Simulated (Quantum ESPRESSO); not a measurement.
Parameter sweep on LaMg14Al (Amm2, 16 atoms in the cell)

```cif
data_AlLaMg14
_chemical_formula_sum 'La1 Mg14 Al1'
_space_group_name_H-M_alt 'P 1'
_space_group_IT_number 1
_cell_length_a 10.33824
_cell_length_b 6.56739
_cell_length_c 6.56739
_cell_angle_alpha 58.612
_cell_angle_beta 90.000
_cell_angle_gamma 90.000
loop_
_space_group_symop_operation_xyz
  'x, y, z'
loop_
_atom_site_label
_atom_site_type_symbol
_atom_site_fract_x
_atom_site_fract_y
_atom_site_fract_z
_atom_site_occupancy
La1 La 0.50000 0.67258 0.67258 1
Mg1 Mg 0.00000 0.16837 0.16837 1
Mg2 Mg 0.00000 0.66665 0.66665 1
Mg3 Mg 0.50000 0.16621 0.68215 1
Mg4 Mg 0.50000 0.68215 0.16621 1
Mg5 Mg 0.00000 0.17020 0.66320 1
Mg6 Mg 0.00000 0.66320 0.17020 1
Mg7 Mg 0.24389 0.32597 0.83715 1
Mg8 Mg 0.75611 0.83715 0.32597 1
Mg9 Mg 0.75611 0.32597 0.83715 1
Mg10 Mg 0.24389 0.83715 0.32597 1
Mg11 Mg 0.26374 0.32915 0.32915 1
Mg12 Mg 0.73626 0.32915 0.32915 1
Mg13 Mg 0.23874 0.83642 0.83642 1
Mg14 Mg 0.76126 0.83642 0.83642 1
Al1 Al 0.50000 0.15324 0.15324 1
```

Base run A: PBEsol, SSSP 1.1.2 efficiency (PBE) pseudopotentials run with Quantum ESPRESSO, self-consistent single point.

Its settings: ecutwfc = 50 Ry; ecutrho = 400 Ry; occupations = smearing; smearing = gaussian; degauss = 0.0036749 Ry; input_dft = pbesol; K_POINTS = automatic 3 4 4 1 1 1; conv_thr = 1e-11 Ry; mixing_beta = 0.3.

The starting cell comes from a database of computed structures (which also holds hypothetical and non-ambient phases and stackings), without a prior relaxation at this level.

ΔF is the free energy per atom less that of run A. 

```csv
run,"degauss, smearing",ΔF (meV/atom),pressure (GPa),largest force (eV/Å),TS (meV/atom)
A,"0.0036749 Ry, gaussian",0.00,-0.79,0.140,0.7
B,"0.0147 Ry, gaussian",-4.5,-0.78,0.128,9.6
C,"0.0147 Ry, fermi-dirac",-31.9,-0.65,0.096,64.3
D,"0.02205 Ry, fermi-dirac",-71.2,-0.49,0.089,137.8
E,"0.0036749 Ry, methfessel-paxton",0.36,-0.79,0.143,0.1
F,"0.0073499 Ry, methfessel-paxton",0.26,-0.79,0.139,0.0
G,"0.0073499 Ry, marzari-vanderbilt",0.34,-0.80,0.140,-0.2
```

Run D against A: The free energy falls by 71.2 meV/atom, the pressure goes from -0.79 to -0.49 GPa and the largest force goes from 0.140 to 0.089 eV/Å.

Run C against A: The free energy goes down by 31.9 meV/atom, the pressure goes from -0.79 to -0.65 GPa and the largest force goes from 0.140 to 0.096 eV/Å.
